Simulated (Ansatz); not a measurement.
The parent structure is SrSnSe3 in the cubic perovskite structure (space group Pm-3m, No. 221; a hypothetical phase, not in the database extracts checked).

```yaml
crystal:
  lattice:
    - [5.24042, 0.00000, 0.00000]
    - [0.00000, 5.24042, 0.00000]
    - [0.00000, 0.00000, 5.24042]
  atoms:
    - { symbol: Sr, position: [0.00000, 0.00000, 0.00000] }
    - { symbol: Sn, position: [0.50000, 0.50000, 0.50000] }
    - { symbol: Se, position: [0.00000, 0.50000, 0.50000] }
    - { symbol: Se, position: [0.50000, 0.50000, 0.00000] }
    - { symbol: Se, position: [0.50000, 0.00000, 0.50000] }
```

Calculations: PBEsol (Ansatz, an electronic-structure program; PAW; 420 eV plane waves; no SOC).

One change was made to it. Results:

The shortest interatomic distance falls by 0.022 bohr to 4.929 bohr; the density increases by 0.07 g/cm³, from 5.11 g/cm³ to 5.18 g/cm³.

### Question
Which of these changes matches the shifts?
A. pressure 10 GPa
B. pressure 5 GPa
C. pressure 1.5 GPa
D. pressure 0.7 GPa

### Answer
D, pressure 0.7 GPa. For comparison, the shortest interatomic distance in the other runs: pressure 5 GPa gives 4.817 bohr; pressure 1.5 GPa gives 4.905 bohr; pressure 10 GPa gives 4.721 bohr.

Load acts through the strain it causes; cell and atoms are relaxed under it. Stability against distortions was not tested. Competing high-pressure phases were not computed. All final runs are without spin polarisation. Many cubic perovskites are stable only at high temperature; tilts and polar distortions were not tested.
